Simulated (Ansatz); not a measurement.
For L1₂ (Cu3Au-type) Al3Sc, PBE-D3(BJ) (Ansatz, an electronic-structure program, PAW) gives:

| Quantity | Result |
|---|---|
| lattice parameter a | 4.050 Å |
| formation enthalpy | -0.478 eV/atom |

Question: What does B3LYP (VWN-RPA form) (plane waves, PAW; Ansatz) give for the same quantities?

Answer: 
- lattice constant a: 4.117 Å (increases by 1.7 %)
- formation enthalpy: -0.532 eV/atom (moves by -0.054 eV/atom)

For comparison: lattice constant a 4.103 Å (measured, room temperature, not corrected to a static lattice; as tabulated in A Combined Experimental and First-Principles Based Assessment of …); formation enthalpy -0.451 ± 0.02 eV/atom (measured, 298 K, copied from a table, unchecked, not corrected to a static lattice; as tabulated in Wang et al. (2021), doi:10.1038/s41598-021-94550-5).

Changes are worked out from the printed values.

Unless a cell is named, each level is at its own relaxed cell (PBE-D3(BJ) 16.61, B3LYP (VWN-RPA form) 17.45 Å³/atom).

The crystal itself was run without spin with PBE-D3(BJ), B3LYP (VWN-RPA form); a magnetic state was not tried in these runs.

Ansatz's density-functional and Hartree–Fock values are scalar-relativistic unless marked +SOC, with PAW data made under PBE.
